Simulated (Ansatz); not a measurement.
Take CdS in the wurtzite structure (space group P6_3mc, No. 186; a = 4.074 Å, c = 6.637 Å) as the base. Axes: x lies along a and z along c of the hexagonal cell.

Computed with LDA (Ansatz, a quantum-chemistry and plane-wave program; PAW; 420 eV plane waves; without spin-orbit coupling).

Strains are applied to the cell and any free atomic positions relax.

One change was made to it. Results:

The electron mass goes from 0.11 mₑ along c, 0.11 mₑ across (at Γ) to 0.12 mₑ (at Γ); the energy rises by 7.1 meV/atom; the band gap increases by 0.10 eV (1.03 eV → 1.13 eV).

Question: What was done to the base?
A) uniaxial strain ε_zz = −0.60 %
B) uniaxial strain ε_zz = −2.40 %
C) uniaxial strain ε_zz = −3.00 %

Answer: C, uniaxial strain ε_zz = −3.00 %. For comparison, the energy relative to the base in the other runs: uniaxial strain ε_zz = −2.40 % gives +4.5 meV/atom; uniaxial strain ε_zz = −0.60 % gives +0.3 meV/atom.

Masses are band curvatures over ±0.01 Å⁻¹ around the edge. Semilocal Kohn–Sham gaps tend to fall short of experiment. Stability against distortions was not tested.
